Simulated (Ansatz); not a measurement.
Consider InP in the zinc blende structure (space group F-43m, No. 216).

```xyz
2
Lattice="0.0000 2.9537 2.9537 2.9537 0.0000 2.9537 2.9537 2.9537 0.0000" Properties=species:S:1:pos:R:3 pbc="T T T"
P      4.4305     4.4305     4.4305
In     0.0000     0.0000     0.0000
```

Level of theory: Kohn–Sham DFT with the r2SCAN functional, run in Ansatz (a first-principles code) with PAW and 500 eV plane waves, spin-orbit coupling left out, earlier PAW set.

One change was made to it. Results:

| quantity | base | after |
|---|---|---|
| band gap | 1.02 eV | zero |
| shortest interatomic distance | 2.558 Å | 2.688 Å |
| density | 4.70 g/cm³ | 5.12 g/cm³ |

Question: What was done to the base?
(A) In → Cd
(B) P → Ga
(C) In → B
(D) In → Ir

Answer: B, P → Ga. For comparison, the shortest interatomic distance in the other runs: In → Ir gives 2.260 Å; In → B gives 1.964 Å; In → Cd gives 2.538 Å.

No phonon test of stability was made. As relaxed here, InGa, IrP and CdP are hypothetical phases, not in the database extracts checked. The final runs are not spin-polarised. An odd electron count without spin: CdP.
